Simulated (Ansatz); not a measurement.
PbS (model structure, from the zincblende type, F-43m, No. 216) was calculated with HSE06+SOC (PAW; Ansatz, a first-principles code).

Excerpt of the program's output:

```
WARN output.stress: scf.exx.energy_threshold = 1e-6 eV is looser than the 2e-8 eV advised for a stress under a hybrid functional (1e-8 eV for each atom of the …
Crystal: 2 atoms, lattice volume = 70.028 Å³
Basis set: ecut = 460 eV, 1471 PW (Γ), exchange–correlation on 72×72×72 points (8 copies of the dense FFT grid, shifted against one another)
Bands: 28, of which v1, the nominal top of the filled ones, is band 20 counted from 1 (19 counted from 0)
Symmetry: 24 space group operations + 24 with time reversal
k-points: 16 of 216 (time reversal used)
Initial density: superposition of atomic densities (chi_scale 0.1, normalization cell, long waves kept (reshape's long-wave potential 0.00 eV rms))
Crystal: 2 atoms, lattice volume = 70.028 Å³
Initial density: handed on by an earlier stage of this run
Crystal: 2 atoms, lattice volume = 70.028 Å³
SCF 3 converged in 7 iterations: F = -12823.709091 eV  dr2 = 1.62e-11
Free energy (F): -12823.709091 eV
Internal energy: -12823.709091 eV  (E = F + TS)
E sigma→0 (E₀):  -12823.709091 eV
Fermi energy:    5.264306 eV
--- Stress (GPa, compression-positive) ---
        1.050647       0.000000      -0.000000
       -0.000000       1.050647       0.000000
       -0.000000       0.000000       1.050647
  P = ⅓ Tr σ = 1.0506 GPa (10.506 kbar)
```

**Question.** Write an input file that produces this run.

**Answer.** This is not unique; one that fits is 
Ansatz 0.2 input:
```yaml
crystal:
  lattice:
    - [0.0, 3.2715074159, 3.2715074159]
    - [3.2715074159, 0.0, 3.2715074159]
    - [3.2715074159, 3.2715074159, 0.0]
  atoms:
    - { symbol: S, position: [0.75, 0.75, 0.75] }
    - { symbol: Pb, position: [0.0, 0.0, 0.0] }
basis:
  ecutwfc: 460
  ecutrho_ratio: 4
  xc_grid: 2
kpoints:
  mp_grid: { grid: [6, 6, 6] }
  band_path:
    path:
      - [0, 0, 0]
      - [0.25, -0.5, -0.25]
      - [-0.020833, 0.479167, 0.5]
    npoints: 1
hamiltonian:
  xc: hse06
  dispersion: none
  pseudopotentials: { kind: paw }
scf:
  occupations: { method: fermi_dirac, width: 0.01 }
  convergence: { dr2_threshold: 0.0000000002 }
output:
  forces: true
  stress: true
  eigenvalues: true
  write_bands: true
magnetization:
  noncollinear: true
  spin_orbit: true
```

The PAW data were made under PBE.

Note: the cell keeps the symmetry of its start, so it can be a saddle point. Note: cell and atoms aren't relaxed at this level (pressure 1.1 GPa).

A model structure was made by putting elements into a prototype or built by hand; it is no filed structure, need not be a known phase, and can be a saddle point held by its symmetry.
